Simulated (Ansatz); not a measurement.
The reference is BAs in the zinc blende structure (space group F-43m, No. 216; a = 4.768 Å). Axes: x, y, z lie along the cube axes.

Method: PBEsol in Ansatz (plane waves to 420 eV, PAW, no spin-orbit coupling).

Strains are applied to the cell and any free atomic positions relax; under biaxial strain the out-of-plane vector relaxes too.

One change was made to it. Results:

```csv
quantity,base,after
smallest direct gap,3.25 eV,2.91 eV
band gap,1.08 eV,0.88 eV
energy relative to the base (free energy F),0 meV/atom,+5.1 meV/atom
"valence-band top at Γ (three highest levels, from the VBM)","0.00, 0.00, 0.00 eV","0.00, -0.13, -0.24 eV"
```

Q: Name the change that was made.
(A) uniaxial strain ε_yy = +0.87 %
(B) biaxial strain −0.28 %, plane normal [111], relaxed out of plane
(C) tensor shear ε_yz = −1.42 %

A: C, tensor shear ε_yz = −1.42 %. For comparison, the band gap in the other runs: biaxial strain −0.28 %, plane normal [111], relaxed out of plane gives 1.07 eV; uniaxial strain ε_yy = +0.87 % gives 1.03 eV.

Whether these cells are dynamically stable was not tested.

Ansatz is an electronic-structure program.
